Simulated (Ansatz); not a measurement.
Take InAs in the zinc blende structure (space group F-43m, No. 216; a = 6.0261 Å) as the base. Axes: x, y, z lie along the cube axes.

All numbers come from LDA in Ansatz (plane waves to 420 eV, PAW, spin-orbit coupling left out).

Before the change:

```
Property            Value
---------------  --------
Volume per atom  27.35 Å³
```

Perturbation: tensile biaxial strain of 0.42 % in the plane normal to [111], as in epitaxy on a mismatched substrate; the out-of-plane cell vector and the atoms relax.

**Question.** How does this affect the energy relative to the base and volume per atom?

**Answer.** The energy grows by 0.4 meV/atom; the volume per atom grows by 0.16 Å³ to 27.51 Å³.

Stability against distortions was not tested. The final runs are not spin-polarised.

Ansatz is a first-principles code.
